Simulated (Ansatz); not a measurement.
The starting structures come from a database of crystals and need not be the phases stable at ambient conditions.

Tunnelling through a barrier is set by its complex band structure: the current falls as exp(−2κd) with the smallest κ.

Input:

```xyz
5
Lattice="7.0057 0.0000 0.0000 -3.5029 6.0671 0.0000 3.5029 2.0224 2.8669" Properties=species:S:1:pos:R:3 pbc="T T T"
Ag     5.2504     5.6409     2.6805
Ag     2.9982     7.7937     2.6805
Ag     2.2600     4.7668     2.6805
S      7.0057     4.0448     1.6983
I      3.5029     2.0224     2.8514
```

Space group of this cell: R3. The cell is taken as given; by PBEsol its mean pressure is -4.2 GPa.

Transport runs along the normal of the first two printed cell vectors, the (001) plane of the conventional cell.

The gap is the functional's own, uncorrected, and κ follows it; spin-orbit coupling is left out. Mid-gap values are interpolated between the computed energies.

Question: Give the band gap and the smallest decay constant κ at mid-gap that PBEsol (Ansatz, an electronic-structure program) yields.

Answer: Gap 0.41 eV on a 10×10×10 mesh; κ = 0.085 1/Å, at the zone centre.
